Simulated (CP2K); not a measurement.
Band structure of LiCa6Ge (Fm-3m, 8 atoms in the cell).

```
CELL_PARAMETERS angstrom
      7.20790     0.00000     0.00000
      3.60395     6.24223     0.00000
      3.60395     2.08074     5.88523
ATOMIC_POSITIONS crystal
  Li 0.50000 0.50000 0.50000
  Ca 0.50000 0.00000 0.00000
  Ca 0.50000 0.00000 0.50000
  Ca 0.00000 0.50000 0.50000
  Ca 0.00000 0.50000 0.00000
  Ca 0.50000 0.50000 0.00000
  Ca 0.00000 0.00000 0.50000
  Ge 0.00000 0.00000 0.00000
```

Method of the run: PBEsol, GPW, DZVP-MOLOPT-SR-GTH basis, GTH-PBE potentials (GTH_POTENTIALS) (CP2K).

Settings: CUTOFF = 500 Ry; REL_CUTOFF = 40 Ry; SMEAR/METHOD = GAUSSIAN; SIGMA = 0.2 eV; KPOINTS/SCHEME = MONKHORST-PACK 4 4 4; GAMMA_CENTERED = T; XC_FUNCTIONAL = PBE:PBESOL; Li/BASIS_SET = DZVP-MOLOPT-SR-GTH-q3; Li/POTENTIAL = GTH-PBE-q3; Ca/BASIS_SET = DZVP-MOLOPT-SR-GTH-q10; Ca/POTENTIAL = GTH-PBE-q10; Ge/BASIS_SET = DZVP-MOLOPT-SR-GTH-q4; Ge/POTENTIAL = GTH-PBE-q4; METHOD = GPW.

The starting cell comes from a database of computed structures (which also holds hypothetical and non-ambient phases and stackings), without a prior relaxation at this level. Values carry the incompleteness of an atom-centred basis. The potentials were made for another functional than the one used.

Levels in eV from the Fermi level, bands 31 to 36:
```
point     31     32     33     34    35    36
-----  -----  -----  -----  -----  ----  ----
Γ      -0.75  -0.52  -0.52  -0.52  0.10  0.23
X      -1.23  -0.52   0.14   0.14  0.42  1.11
W      -0.85  -0.64  -0.64   0.31  0.31  1.18
K      -0.76  -0.52  -0.25  -0.04  0.41  1.10
L      -0.72  -0.51  -0.51  -0.43  0.24  0.87
U      -0.76  -0.52  -0.25  -0.04  0.41  1.10
```

Bands cross the Fermi level along this path, so the cell is metallic at this level.

Higher empty bands are left out: an atom-centred basis made for the valence describes them poorly.
